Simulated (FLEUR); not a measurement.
Band structure of Tl (P6_3/mmc, 2 atoms in the cell).

```
Tl
1.0
    3.56519     0.00000     0.00000
   -1.78259     3.08754     0.00000
    0.00000     0.00000     5.75610
Tl
2
Direct
  0.33333   0.66667   0.25000
  0.66667   0.33333   0.75000
```

Method of the run: PBE, all-electron FLAPW (FLEUR), scalar-relativistic valence in FLEUR.

Settings: Kmax = 3.8 1/bohr; GmaxXC = 15.2 1/bohr; xcFunctional = pbe; jspins = 1; l_soc = F; mode = hist; fermiSmearingEnergy = 0.00183747 Htr; mesh (inpgen div1-3) = 9 9 5; inpgen gamma flag = false; Gmax = 15.2 1/bohr; numbands = 0; maxIterBroyd = 40; imix = Anderson; alpha = 0.05.

The starting cell comes from a database of computed structures (which also holds hypothetical and non-ambient phases and stackings), without a prior relaxation at this level. Its lattice was rescaled by a random factor within 2.5 % of one. Spin-orbit coupling is off. Values depend on the basis (sphere radii, cutoffs, local orbitals), which need not be converged.

Levels in eV from the Fermi level, bands 10 to 17:
```
point      10     11     12     13     14    15    16    17
-----  ------  -----  -----  -----  -----  ----  ----  ----
Γ      -11.05  -9.37  -5.22  -2.45   7.45  7.45  9.29  9.29
M      -11.01  -5.64  -4.55  -0.82   0.47  1.35  3.58  3.78
K      -11.05  -4.58  -4.58  -1.03   1.55  1.55  2.63  2.98
A      -11.14  -8.10  -8.10   2.92   2.92  8.32  8.32  8.32
L      -11.02  -4.76  -4.76  -1.93  -1.93  5.25  5.25  5.59
H      -11.04  -4.21  -4.21  -0.68  -0.68  0.32  0.32  6.98
```
